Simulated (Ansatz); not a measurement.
Se: response to strain

Take Se (space group P3_121, No. 152; a = 4.535 Å, c = 5.041 Å; made of chains) as the base.

Strains are applied to the cell and any free atomic positions relax.

Method: Ansatz (an electronic-structure program) PBE, without spin-orbit coupling.

Notes on the quantities. energy relative to the base: free energy F.

| isotropic strain (%) | energy relative to the base (meV/atom) |
|---|---|
| -1.55 | 2.8 |
| -0.33 | 0.1 |
| 0 | 0.0 |
| 2.86 | ? |
| 4.95 | 25.0 |

### Question
Fit ΔE = Aε² + Bε³ (ε in %) to the rows shown and predict the withheld row.

### Answer
Least squares on the printed values gives A = 1.13 and B = -0.022 meV/atom (largest residual 0.0 meV/atom); this predicts 8.7 meV/atom, and the run gives 8.8 meV/atom, in agreement.

No phonon test of stability was made. No dispersion term is included, though the crystal is made of layers, chains or molecules, so its spacings can come out too wide.
